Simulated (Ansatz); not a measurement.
# A computed series for GaN: carrier doping

Take GaN in the zinc blende structure (space group F-43m, No. 216) as the base.

```xyz
2
Lattice="0.0000 2.2491 2.2491 2.2491 0.0000 2.2491 2.2491 2.2491 0.0000" Properties=species:S:1:pos:R:3 pbc="T T T"
N      3.3737     3.3737     3.3737
Ga     0.0000     0.0000     0.0000
```

Carriers are added at fixed cell with a uniform background; the Fermi–Dirac width is that of 300 K.

All numbers come from PBEsol/PAW in Ansatz (an electronic-structure program), without spin-orbit coupling, earlier PAW set.

Notes on the quantities. Fermi level from band edge: Fermi level relative to the doped band's edge (positive inside the band; to 0.05 eV).

| case | Fermi level from band edge | gap between the host's bands |
|---|---|---|
| undoped | – | 1.70 eV |
| electrons 5.0×10^20 cm⁻³ | +0.90 eV | 1.70 eV |
| electrons 7.0×10^20 cm⁻³ | +1.10 eV | 1.69 eV |
| electrons 1.0×10^21 cm⁻³ | +1.25 eV | 1.69 eV |
| electrons 2.0×10^22 cm⁻³ | +2.85 eV | 1.53 eV |
| holes 5.0×10^20 cm⁻³ | [?] | 1.72 eV |
| holes 7.0×10^20 cm⁻³ | +0.10 eV | 1.72 eV |
| holes 1.0×10^21 cm⁻³ | +0.10 eV | 1.73 eV |
| holes 2.0×10^22 cm⁻³ | +0.75 eV | 2.16 eV |

Some entries are withheld; estimate them.


- holes 5.0×10^20 cm⁻³, Fermi level from band edge: +0.05 eV

Charged cell with a jellium background: band edges are those of the host's band count, energies are not comparable with the neutral cell, and many-body gap narrowing is missing. Whether these cells are dynamically stable was not tested. This is not the structure that GaN has at room temperature and ambient pressure.
